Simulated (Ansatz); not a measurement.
Take CdS in the zinc blende structure (space group F-43m, No. 216) as the base.

```
CdS
1.0
    0.00000     2.96333     2.96333
    2.96333     0.00000     2.96333
    2.96333     2.96333     0.00000
Cd S
1 1
Direct
  0.00000   0.00000   0.00000
  0.25000   0.25000   0.25000
```

The values are results of PBE, PAW, 420 eV (Ansatz, an electronic-structure program; scalar-relativistic without spin-orbit coupling), not measurements.

Strains are applied to the cell and any free atomic positions relax.

One change was made to it. Results:

```csv
quantity,base,after
band gap,1.04 eV,1.07 eV
width of the top valence band,2.02 eV,2.07 eV
energy relative to the base (free energy F),0 meV/atom,+1.0 meV/atom
```

Task: Which change produced these results?
A) isotropic strain −1.00 %
B) isotropic strain −3.00 %
C) isotropic strain +3.00 %
D) isotropic strain −2.00 %
E) isotropic strain −0.50 %

Result: E, isotropic strain −0.50 %. For comparison, the energy relative to the base in the other runs: isotropic strain +3.00 % gives +32 meV/atom; isotropic strain −3.00 % gives +39 meV/atom; isotropic strain −2.00 % gives +17 meV/atom; isotropic strain −1.00 % gives +4.0 meV/atom.

No phonon test of stability was made.
